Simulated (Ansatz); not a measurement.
Co on the Al site in wurtzite AlN (start: the Al site; 96-site cell, 2×2×2 shifted sampling). The numbers are results of PBE, PAW (plane waves to 420 eV; Ansatz, a first-principles code), not measurements. Total energies of the localised charge states, counted from that of charge +1, and their image corrections (point charge with alignment); the host's valence-band maximum lies at 6.942 eV on the cells' energy zero and its gap is 4.03 eV.

| charge | moment (μB) | E − E(first) (eV) | correction (eV) |
|---|---|---|---|
| +1 | 1.0 | 0.000 | 0.283 |
| 0 | 4.0 | 7.851 | 0.000 |
| −1 | 3.0 | 16.367 | 0.142 |

Question: Derive the transition levels above the valence-band maximum and say which of them are thermodynamic.

Answer: A level is the Fermi energy at which two charges have equal formation energy: ε(q/q′) = [E(q′) + corr(q′) − E(q) − corr(q)] / (q − q′) − E_VBM.
ε(+1/0) = [(7.851 + 0.000) − (0.000 + 0.283)] / 1 − 6.942 = 0.63 eV
ε(0/−1) = [(16.367 + 0.142) − (7.851 + 0.000)] / 1 − 6.942 = 1.72 eV
Thermodynamic levels at least 0.1 eV inside the gap: (+1/0) at 0.63 eV; (0/−1) at 1.72 eV. They hold to tenths of an eV in this cell. Only the charges listed were compared. Charge −2 has its level within 0.1 eV of a band edge or past it. Flagged in the runs: a host whose relaxation on this sampling wasn't shown to rest.
